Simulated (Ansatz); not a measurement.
We consider GePd (Pnma, No. 62), described by LDA (Ansatz, a first-principles code, PAW).

Numerical settings: plane-wave cutoff 520 eV, 10×16×10 k mesh (along the axes of the cell as run), Fermi–Dirac smearing 0.05 eV, scalar-relativistic PAW data made under PBE.

Cell (relaxed at this level):

PdGe is taken in the orthorhombic space group Pnma (No. 62), Pearson symbol oP8. Conventional cell: a = 5.6892 Å, b = 3.5308 Å, c = 6.1474 Å, α = β = γ = 90.00°. Ge on 4c is surrounded by 6 Pd at 2.463–2.612 Å and 2 Ge at 2.921 Å. Pd on 4c has 6 Ge at 2.463–2.612 Å and 4 Pd at 2.923–2.941 Å. (Neighbours: up to the widest gap in distance over summed covalent radii, below 1.35, at either atom; cation-cation and far metal-metal contacts left out.)

Task: Estimate the bulk modulus B0 that the calculation returns.

Result: 
- bulk modulus B0: 156 GPa

The run finds no gap.

Note: the bulk modulus is −V dP/dV from two relaxed cells at ±2 % in volume; the relaxation could not lower the start's symmetry, so the cell can be a saddle point above a distorted one.

Static lattice: no zero-point or thermal effects.
